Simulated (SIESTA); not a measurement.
SIESTA run on Mg2ZnP2 (P1, 5 atoms in the cell): self-consistent single point.

Method: GGA PBEsol, numerical atomic orbitals DZP, PseudoDojo PBEsol standard norm-conserving potentials (rewritten from UPF to PSML) (SIESTA).

The change in words: atoms moved at random. Reference geometry:
```yaml
crystal:
  lattice:
    - [4.10720, 0.00000, 0.00000]
    - [-2.05360, 3.55694, 0.00000]
    - [0.00000, 0.00000, 6.69570]
  atoms:
    - { symbol: Mg, position: [0.66667, 0.33333, 0.63415] }
    - { symbol: Mg, position: [0.33333, 0.66667, 0.99427] }
    - { symbol: Zn, position: [0.00000, 0.00000, 0.36142] }
    - { symbol: P, position: [0.00000, 0.00000, 0.76671] }
    - { symbol: P, position: [0.66667, 0.33333, 0.24345] }
```

Reference input (self-consistent single point, DFT, GGA PBEsol, numerical atomic orbitals DZP, PseudoDojo PBEsol standard norm-conserving potentials (rewritten from UPF to PSML)): XC.functional = GGA; XC.authors = PBEsol; potentials = PseudoDojo PBEsol standard; PAO.BasisSize = DZP; PAO.EnergyShift = 0.01 Ry; MeshCutoff = 400 Ry; kgrid.MonkhorstPack = 6 6 4; OccupationFunction = FD; ElectronicTemperature = 10 K; MaxSCFIterations = 150; SCF.Mixer.Method = Broyden; SCF.Mixer.Weight = 0.2. This run's input differs from it in these lines:

```diff
@@ -19,7 +19,7 @@
 %block AtomicCoordinatesAndAtomicSpecies
-     0.500000500    0.288674921    1.033814039  1
-    -0.000000500    0.577350708    1.620894559  1
-     0.000000000    0.000000000    0.589199827  2
-     0.000000000    0.000000000    1.249918098  3
-     0.500000500    0.288674921    0.396880908  3
+     0.499747000    0.297620100    1.029771054  1
+     0.016104000    0.573156546    1.618742648  1
+     0.001695000    0.005348574    0.596134850  2
+    -0.008178500   -0.007677317    1.252024363  3
+     0.490633000    0.286252647    0.394032886  3
 %endblock AtomicCoordinatesAndAtomicSpecies
```

The program printed (abridged):

```
        iscf     Eharris(eV)        E_KS(eV)     FreeEng(eV)     dDmax    Ef(eV) dHmax(eV)
   scf:    1    -8928.291325    -9168.790535    -9168.790568  1.157111 -0.906682 82.204055
   scf:    2    -9284.704061    -9283.664641    -9283.664641  1.361362 -3.188778  9.994133
   scf:    3    -9288.027252    -9286.296292    -9286.296292  0.178492 -2.919172  4.948358
   scf:    4    -9287.055463    -9286.777535    -9286.777535  0.095170 -3.221305  2.427465
   scf:    5    -9286.845488    -9286.842256    -9286.842256  0.068873 -2.813798  0.954520
   [... 4 lines left out ...]
   scf:   10    -9286.854431    -9286.854427    -9286.854427  0.000436 -3.044255  0.007652
   scf:   11    -9286.854432    -9286.854431    -9286.854431  0.000423 -3.045620  0.001648
   scf:   12    -9286.854431    -9286.854431    -9286.854431  0.000119 -3.046073  0.000837
   scf:   13    -9286.854431    -9286.854431    -9286.854431  0.000062 -3.046265  0.000567
SCF Convergence by DM+H criterion
max |DM_out - DM_in|         :     0.0000621746
max |H_out - H_in|      (eV) :     0.0005669827
SCF cycle converged after 13 iterations

Using DM_out to compute the final energy and forces

siesta: E_KS(eV) =            -9286.8544

siesta: E_KS - E_eggbox =     -9286.8544

siesta: Atomic forces (eV/Ang):
     1   -0.096066   -0.430611   -0.035633
     2   -0.161750    0.040769    0.183882
     3   -0.139171   -0.117380   -0.172252
     4    0.253113    0.419386   -0.001505
     5    0.158312    0.086682    0.032353
   Tot    0.014437   -0.001154    0.006845
   Max    0.430611
   Res    0.198990    sqrt( Sum f_i^2 / 3N )
   Max    0.430611    constrained

Stress tensor Voigt[x,y,z,yz,xz,xy] (kbar):       55.64       47.04       51.88       -4.04        2.29        1.05
   [... lines left out ...]
siesta: FreeEng =     -9286.854431
   [... lines left out ...]
siesta:     0.034725    0.000656    0.001429
siesta:     0.000656    0.029358   -0.002525
siesta:     0.001430   -0.002525    0.032379

siesta: Cell volume =         97.817703 Ang**3

siesta: Pressure (static):
siesta:                Solid            Molecule  Units
siesta:          -0.00035020         -0.00036556  Ry/Bohr**3
siesta:          -0.03215400         -0.03356416  eV/Ang**3
siesta:         -51.51638501        -53.77571328  kBar
```

The run converged in 13 iterations. Against the reference run the free energy goes up by 6.6 meV/atom, the pressure goes from -5.28 to -5.15 GPa, the largest force goes from 0.129 to 0.490 eV/Å and the gap on the mesh goes from 1.075 to 1.058 eV.

The starting cell comes from a database of computed structures (which also holds hypothetical and non-ambient phases and stackings), without a prior relaxation at this level. Its lattice was rescaled by a random factor within 2.5 % of one. For this run, on top of that: atoms moved at random. Values carry the incompleteness of an atom-centred basis. With a pressure of about -5 GPa the cell is away from its equilibrium volume at this level.
